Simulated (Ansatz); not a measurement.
## SrTiO3 in the cubic perovskite structure (space group Pm-3m, No. 221)

```cif
data_O3SrTi
_chemical_formula_sum 'Sr1 Ti1 O3'
_space_group_name_H-M_alt 'Pm-3m'
_space_group_IT_number 221
_space_group_name_Hall '-P 4 2 3'
_cell_length_a 3.89108
_cell_length_b 3.89108
_cell_length_c 3.89108
_cell_angle_alpha 90.000
_cell_angle_beta 90.000
_cell_angle_gamma 90.000
loop_
_atom_site_label
_atom_site_type_symbol
_atom_site_symmetry_multiplicity
_atom_site_Wyckoff_symbol
_atom_site_fract_x
_atom_site_fract_y
_atom_site_fract_z
_atom_site_occupancy
Sr1 Sr 1 a 0.00000 0.00000 0.00000 1
Ti1 Ti 1 b 0.50000 0.50000 0.50000 1
O1 O 3 c 0.00000 0.50000 0.50000 1
```

Computed with PBEsol in Ansatz (plane waves to 420 eV, PAW, without spin-orbit coupling). Settings: 9×9×9 k-points, 0.05 eV Fermi–Dirac smearing.

| Quantity | Value |
|---|---|
| Volume per atom | 11.78 Å³ |
| Density | 5.17 g/cm³ |
| Band gap | 1.85 eV, indirect, R → Γ |
| Lowest conduction-band minima above the VBM | Γ 1.85 eV |
| Total energy | -1531.449 eV/atom (σ→0; compares only within this code and set-up) |

No phonon test of stability was made. All final runs are without spin polarisation. Many cubic perovskites are stable only at high temperature; tilts and polar distortions were not tested.

Ansatz is a first-principles code.
